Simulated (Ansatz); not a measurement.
The parent structure is Pt in the fcc (Cu type) structure (space group Fm-3m, No. 225).

```cif
data_Pt
_chemical_formula_sum 'Pt1'
_space_group_name_H-M_alt 'P 1'
_space_group_IT_number 1
_cell_length_a 2.78619
_cell_length_b 2.78619
_cell_length_c 2.78619
_cell_angle_alpha 60.000
_cell_angle_beta 60.000
_cell_angle_gamma 60.000
loop_
_space_group_symop_operation_xyz
  'x, y, z'
loop_
_atom_site_label
_atom_site_type_symbol
_atom_site_fract_x
_atom_site_fract_y
_atom_site_fract_z
_atom_site_occupancy
Pt1 Pt 0.00000 0.00000 0.00000 1
```

The other end (x = 1) is Ir in the fcc (Cu type) structure (space group Fm-3m, No. 225): 14.20 Å³/atom, gap zero.

Computed with plane-wave PAW DFT at the r2SCAN level (Ansatz, a first-principles code, 500 eV), no spin-orbit coupling.

Ir replaces a fraction x of Pt; each row is one arrangement (x, atoms in the cell, starting space group or random), fully relaxed.

One change was made to it. Results:

The shortest interatomic distance decreases by 0.058 Å to 2.728 Å; the mixing energy is +0.08 eV/atom (to 0.01 eV only: unlike meshes or grids).

Q: Which of these changes matches the shifts?
A) x(Ir) = 0.75, 4 atoms, Cmmm
B) x(Ir) = 0.5, 2 atoms, R-3m
C) x(Ir) = 0.5, 4 atoms, Pmmn
D) x(Ir) = 0.5, 4 atoms, C2/m
E) x(Ir) = 0.25, 4 atoms, Pm-3m

A: A, x(Ir) = 0.75, 4 atoms, Cmmm. For comparison, the shortest interatomic distance in the other runs: x(Ir) = 0.25, 4 atoms, Pm-3m gives 2.769 Å; x(Ir) = 0.5, 4 atoms, C2/m gives 2.664 Å; x(Ir) = 0.5, 4 atoms, Pmmn gives 2.686 Å; x(Ir) = 0.5, 2 atoms, R-3m gives 2.741 Å.

These are small ordered cells, not random alloys; other orderings at the same x differ. Whether these cells are dynamically stable was not tested. The final runs are not spin-polarised. An odd electron count without spin: Ir3Pt, IrPt3 and IrPt.
